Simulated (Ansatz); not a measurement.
Phonon-limited resistivity of CaPd$_{2}$ (Fd-3m) against temperature in μΩ·cm, PBEsol, DFPT electron-phonon coupling, linearised Boltzmann equation in Ansatz (an electronic-structure program), harmonic crystal at a fixed cell.

```tsv
T	ρ
50 K	1.54
77 K	3.5
100 K	5.3
150 K	[?]
200 K	[?]
250 K	15.4
273 K	16.9
300 K	18.6
350 K	22
400 K	25
500 K	31
600 K	37
800 K	48
```

### Question
Complete the blanks.

### Answer

- 150 K, ρ: 8.8
- 200 K, ρ: 12.2

A metal at this level (no band gap). Only scattering by harmonic phonons is included (no impurities, grain boundaries, electron-electron scattering or thermal expansion). Spin-orbit coupling is left out. Halving the electron mesh (20x20x20) moves the resistivity by up to 4 %. Smearing 0.20 eV; phonons on a 3x3x3 q mesh, which this run doesn't test and which matters most at low temperature.

Computed structure with no diffraction record at hand here (it may be known, metastable or hypothetical): CaPd2 (Fd-3m).
